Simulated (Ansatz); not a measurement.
We consider SnGeO4 (model structure, started from the HfGeO4 type, I4₁/a, No. 88, 12 atoms in the cell), described by r²SCAN+SOC (Ansatz, a quantum-chemistry and plane-wave program, PAW).

Numerical settings: plane-wave cutoff 560 eV, 8×8×8 k mesh, Fermi–Dirac smearing 0.01 eV, PAW data made under PBE.

Cell (relaxed with PBEsol):

```
SnGeO4
1.0
   -2.41040     2.41040     5.36257
    2.41040    -2.41040     5.36257
    2.41040     2.41040    -5.36257
Sn Ge O
2 2 8
Direct
  0.50000   0.50000   0.00000
  0.25000   0.75000   0.50000
  0.00000   0.00000   0.00000
  0.75000   0.25000   0.50000
  0.09707   0.51642   0.94953
  0.26642   0.81688   0.91934
  0.56688   0.14754   0.05047
  0.89754   0.34707   0.08066
  0.65293   0.73358   0.55047
  0.48358   0.43312   0.58066
  0.18312   0.10246   0.44953
  0.85246   0.90293   0.41934
```

Question: Estimate the band gap that the calculation returns.

Answer: 
* **band gap**: 1.94 eV (on the SCF k mesh)

Note: the relaxation could raise the start's symmetry but not lower it, so the cell can be a saddle point; cell and atoms aren't relaxed at this level (largest force component 0.23 eV/Å, pressure -2.1 GPa).

The computed numbers hold no vibrational or temperature effects.

Cost on a shared machine: roughly 9 core-minutes.

A model structure was made by putting elements into a prototype or built by hand; it is no filed structure, need not be a known phase, and can be a saddle point held by its symmetry.
